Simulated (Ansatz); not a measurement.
Input and output of a relaxation of cell and atoms for Bi₃Au (Pm-3m, 4 atoms in the cell) (Ansatz, a program for electronic structure).

Method: PBEsol, PAW files made with PBE (plane waves; Ansatz).

```xyz
4
Lattice="4.8264 0.0000 0.0000 0.0000 4.8264 0.0000 0.0000 0.0000 4.8264" Properties=species:S:1:pos:R:3 pbc="T T T"
Bi     0.0000     2.4132     2.4132
Bi     2.4132     0.0000     2.4132
Bi     2.4132     2.4132     0.0000
Au     0.0000     0.0000     0.0000
```

Reference input (self-consistent single point, DFT, PBEsol, plane waves, PAW files made with PBE): kpoints.mp_grid.grid = 5 5 5; hamiltonian.xc = pbesol; hamiltonian.pseudopotentials = {kind: paw} (the program's default PAW files); scf.occupations.method = fermi_dirac; scf.occupations.width = 0.1 eV. This run's input differs from it in these lines:

```diff
@@ -17,2 +17,4 @@
   occupations: { method: fermi_dirac, width: 0.1 }
+relax:
+  cell: {}
 output:
```

The program printed (abridged):

```
   [... SCF lines of the steps left out ...]
relax step   1: F+E_penalty+E_count = -49741.58911301 eV  Δ(F+E_penalty+E_count) = +0.000e0 eV  max|allowed force component| = 6.055e-29 eV/Å  Δτ_max = 0.0000 Å  P = -2.998 GPa  Ω = 112.428 Å³  (9 SCF iters, dr2 threshold 1.00e-7 eV, accepted)
relax step   2: F+E_penalty+E_count = -49741.62320467 eV  Δ(F+E_penalty+E_count) = -3.409e-2 eV  max|allowed force component| = 2.505e-29 eV/Å  Δτ_max = 0.0000 Å  P = +2.158 GPa  Ω = 103.900 Å³  energy of the carried Pulay correction = +9.062e-4 eV  [...]
   [... lines left out ...]
relax step   4: F+E_penalty+E_count = -49741.64308746 eV  Δ(F+E_penalty+E_count) = -2.292e-4 eV  max|allowed force component| = 6.324e-29 eV/Å  Δτ_max = 0.0000 Å  P = -0.006 GPa  Ω = 107.001 Å³  energy of the carried Pulay correction = +5.684e-4 eV  [...]
relax step   5: F+E_penalty+E_count = -49741.64252022 eV  Δ(F+E_penalty+E_count) = +5.672e-4 eV  max|allowed force component| = 7.928e-29 eV/Å  Δτ_max = 0.0000 Å  P = -0.007 GPa  Ω = 107.001 Å³  stress off target by 6.88e-3 GPa  SCF on the basis [...]
basis re-selected at this cell: Δ(F+E_penalty+E_count) = +5.672e-4 eV, ΔP = -0.001 GPa vs the last step
the relaxation is at rest under the 48 symmetry operations that the run kept from its start: a minimum is not shown …
Free energy (F): -49741.642520 eV
Internal energy: -49741.562284 eV  (E = F + TS)
E sigma→0 (E₀):  -49741.602402 eV
Entropy (-TS):   -0.080236 eV (-20.059 meV/atom)
Fermi energy:    13.579695 eV
--- Forces (eV/Å), atoms counted from 1 ---
  atom   1  Bi     0.00000000    -0.00000000    -0.00000000
   [... zero for the other atoms too ...]
   [... lines left out ...]
  cell:  # Å, volume = 107.0014 Å³
   [... lines left out ...]
  atoms:
    - { symbol: Bi, position: [-1.1222995909122673e-35, 0.49999999999999994, 0.49999999999999994] }
    - { symbol: Bi, position: [0.49999999999999994, 4.260581780326274e-36, 0.49999999999999994] }
    - { symbol: Bi, position: [0.49999999999999994, 0.49999999999999994, 9.975996363687761e-36] }
    - { symbol: Au, position: [9.518763197004926e-35, 2.1822492045467765e-36, -9.975996363696846e-36] }
```

The run converged. 

Summary of the result:
Free energy E − TS (on the zero of these files): -49741.6425 eV
Fermi level (on the code's own zero): 13.58 eV
Pressure: -0.01 GPa
Final cell: a = 4.7475 Å, b = 4.7475 Å, c = 4.7475 Å, α = 90.00°, β = 90.00°, γ = 90.00°
Final volume per atom: 26.75 Å³
Relaxation steps: 5

The starting cell comes from a database of computed structures (which also holds hypothetical and non-ambient phases and stackings), without a prior relaxation at this level. The relaxation keeps the symmetry of its start, so its end need not be a minimum. Ansatz's pressure includes its estimate of the finite-basis (Pulay) stress.

Keys are those of Ansatz 0.2.
